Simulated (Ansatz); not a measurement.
We consider SrAlHO2 (model structure, started from the SrVO2H type, P4/mmm, No. 123, 5 atoms in the cell), described by G0W0@PBEsol (Ansatz, a first-principles code, hard PAW, contour deformation).

The same calculation (at the PBEsol cell, 10.422 Å³/atom) with different numerical settings; throughout: k mesh 2×2×2:

| run | response cutoff (eV) | empty bands | quasiparticle gap on the mesh (eV) | quasiparticle gap at Γ (eV) |
|---|---|---|---|---|
| 1 | 100 | 217 | 5.018 | 7.644 |
| 2 | 150 | 399 | 5.195 | 7.798 |
| 3 | 200 | 615 | 5.311 | 7.903 |
| 4 | 250 | 859 | 5.391 | 7.975 |
| 5 | 300 | 1130 | 5.440 | 8.020 |
| 6 | 400 | 1739 | ? | ? |

### Question
Some entries are withheld; supply them.

### Answer

- 6, quasiparticle gap on the mesh (eV): 5.498
- 6, quasiparticle gap at Γ (eV): 8.072

In the column quasiparticle gap on the mesh (eV) the first row differs from the last by -0.480 and the next to last by -0.058.

The last row is no converged limit: other settings stay fixed.

Spin–orbit coupling is not included.

A model structure was made by putting elements into a prototype or built by hand; it is no filed structure, need not be a known phase, and can be a saddle point held by its symmetry.
